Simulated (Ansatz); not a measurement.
Base system: CdS in the zinc blende structure (space group F-43m, No. 216; a = 5.927 Å).

The values are results of plane-wave PAW DFT at the PBE level (Ansatz, an electronic-structure program, 420 eV), without spin-orbit coupling, earlier PAW set, not measurements.

Before the change:

- Gap between the host's bands: 1.04 eV
- Gap character: direct at Γ

The change: 0.0260 electrons added to each cell, a density of 5.0×10^20 cm⁻³, with a uniform compensating background at fixed cell and a 300 K Fermi–Dirac width.

### Question
Predict the new Fermi level from band edge.

### Answer
The Fermi level relative to the doped band's edge (positive inside the band; to 0.05 eV) amounts to +0.95 eV.

### Question
Predict the new gap between the host's bands.

### Answer
The gap between the host's bands falls by 0.02 eV (1.04 eV → 1.02 eV).

### Question
Predict the new gap character.

### Answer
The gap character stays direct at Γ.

Carriers are added with a uniform compensating background; total energy and stress of such cells depend on the potential's zero and are not compared; many-body gap narrowing is missing at this level. Stability against distortions was not tested.
